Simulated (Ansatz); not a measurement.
Consider YN in the rock salt structure (space group Fm-3m, No. 225; a = 4.8562 Å).

Computed with PBEsol in Ansatz (plane waves to 420 eV, PAW, no spin-orbit coupling).

For the base:

The band gap comes out as 0.08 eV and the pressure is 0.0 GPa.

Modification: every lattice vector is shortened by 2.05 %, atoms relaxed at fixed cell.

**Question.** Predict the new energy relative to the base, band gap and pressure.

**Answer.** The energy rises by 31 meV/atom; the band gap goes from 0.08 eV to zero; the pressure goes from zero to 12.1 GPa.

The mesh was chosen for an insulator and is coarse for the gapless case. The cells carry an imposed strain or load. Whether these cells are dynamically stable was not tested. All final runs are without spin polarisation. The zero or small gap of YN can change with the level of theory.

Ansatz is a quantum-chemistry and plane-wave program.
